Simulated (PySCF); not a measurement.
PySCF 2.14.0, MP2 (frozen core)/def2-svp: O=C(O)[SiH2][SiH2]C[SiH3], 17 atoms. The geometry is a generated start, not checked to be a minimum at this level.

| Quantity | Value |
|---|---|
| task | mp2 |
| basis | def2-svp |
| two-electron scheme | exact four-centre integrals |
| frozen core | true |
| mf.init_guess | minao (default) |
| mf.DIIS | CDIIS (default) |
| mf.diis_space | 8 (default) |
| mf.conv_tol | 1e-09 (default) |
| basis functions (reference run) | 160 |

On 4 threads, 1 BLAS thread. Build: conda-forge: OpenMP (GNU), OpenBLAS with its own threads, libcint, Libxc. Each setting ran once; only counts and results are compared.

Values of mol.max_memory tried: 8000 MB, 4000 MB, 2000 MB, 1000 MB, 500 MB, 300 MB, 200 MB.

Problem. What happens as the memory setting falls?

Solution. It runs down to 200 MB, the lowest tried, with the same result. At 8000 MB: SCF integrals in memory, transformation in memory. From 1000 MB down: SCF integrals in memory, transformation through a file. From 500 MB down: direct SCF, transformation through a file.

| mol.max_memory | path | peak memory |
|---|---|---|
| 8000 MB | SCF integrals in memory, transformation in memory | 1.0 GiB |
| 4000 MB | SCF integrals in memory, transformation in memory | 1.0 GiB |
| 2000 MB | SCF integrals in memory, transformation in memory | 1.0 GiB |
| 1000 MB | SCF integrals in memory, transformation through a file | 1.4 GiB |
| 500 MB | direct SCF, transformation through a file | 0.76 GiB |
| 300 MB | direct SCF, transformation through a file | 0.76 GiB |
| 200 MB | direct SCF, transformation through a file | 0.76 GiB |

Peak memory is the kernel's count for the largest process, libraries included and scratch files not. The peak passes the setting at 1000 MB, 500 MB, 300 MB, 200 MB: it is no hard cap. MP2's transformation through a file may take 2000 MB even at lower settings.
